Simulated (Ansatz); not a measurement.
Phonon-limited transport in Pt (Fm-3m)

Input:

```yaml
crystal:
  lattice:
    - [0.00000, 1.92884, 1.92884]
    - [1.92884, 0.00000, 1.92884]
    - [1.92884, 1.92884, 0.00000]
  atoms:
    - { symbol: Pt, position: [0.00000, 0.00000, 0.00000] }
```

Calculation: PBEsol, DFPT electron-phonon coupling, linearised Boltzmann equation (plane waves, PAW, scalar-relativistic; Ansatz, a quantum-chemistry and plane-wave program). Condition of this run: hydrostatic pressure 15 GPa (the target of the relaxation). How the cell was made: relaxed with this functional, without spin-orbit coupling, then loaded as said.

```yaml
resistivity at 300 K: 5.9 μΩ·cm
resistivity at 77 K: 1.03 μΩ·cm
electron mean free path at 300 K (weighted by the current that each state carries): 7.6 nm
resistivity times mean free path for one path shared by all states (from the Fermi surface's area): 3.3 ×10⁻¹⁶ Ω·m²
electron-phonon coupling λ: 0.44
transport coupling λ_tr: 0.48
logarithmic_mean_phonon_energy: 11.9 meV
density of states at the Fermi level: 0.93 states/(eV·spin·cell)
drude_plasma_energy: 9.5 eV
```

A metal at this level (no band gap). Only scattering by harmonic phonons is included (no impurities, grain boundaries, electron-electron scattering or thermal expansion). Spin-orbit coupling is left out, which matters with elements this heavy. The self-energy correction of the phonons between q points moved λ by 5 %. Halving the electron mesh (36x36x36) moves the resistivity by up to 4 % at 300 K, the mean free path by up to 5 %, the coupling by up to 6 %. Smearing 0.20 eV; phonons on a 6x6x6 q mesh, which this run doesn't test and which matters most at low temperature.
